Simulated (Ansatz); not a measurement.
Results of HSE06 in Ansatz (PAW) for NiCl2 (R-3m, No. 166).

Run with plane-wave cutoff 500 eV, 8×8×8 k mesh, gaussian smearing 0.02 eV, spin-polarised start, scalar-relativistic PAW data made under PBE.

Cell (relaxed with r²SCAN):

```yaml
crystal:
  lattice:
    - [1.73464, 1.00150, 6.00689]
    - [-1.73464, 1.00150, 6.00689]
    - [0.00000, -2.00299, 6.00689]
  atoms:
    - { symbol: Ni, position: [0.00000, 0.00000, 0.00000] }
    - { symbol: Cl, position: [0.26024, 0.26024, 0.26024] }
    - { symbol: Cl, position: [0.73976, 0.73976, 0.73976] }
```

### Question
What does this level give for the band gap?

### Answer

- band gap = 4.17 eV (on the SCF k mesh)

Measured, for comparison: band gap 4.7 eV (100 K, zero-point motion not removed, photoconductivity gap, single crystal; the page drops the formulas, order Cl, Br, I taken from the sentence be; as tabulated in Ronda et al. (1987), doi:10.1103/physrevb.35.4038). Computed (rounded) less measured: band gap -0.53 eV.

Note: the magnetic order was assumed, not searched for or taken from measurement; a magnet's gap depends somewhat on the PAW data; the cell comes from a level without a dispersion term, which matters for the spacing of layers, chains or molecules; cell and atoms aren't relaxed at this level (largest force component 0.04 eV/Å, pressure 1.1 GPa); the cell has widely spaced layers and the level no dispersion term, so their spacing and the moduli can rest on weak binding.

Computed values are for the static lattice.

Computing time: around 21 core-minutes (rough).

Ansatz is an electronic-structure program.
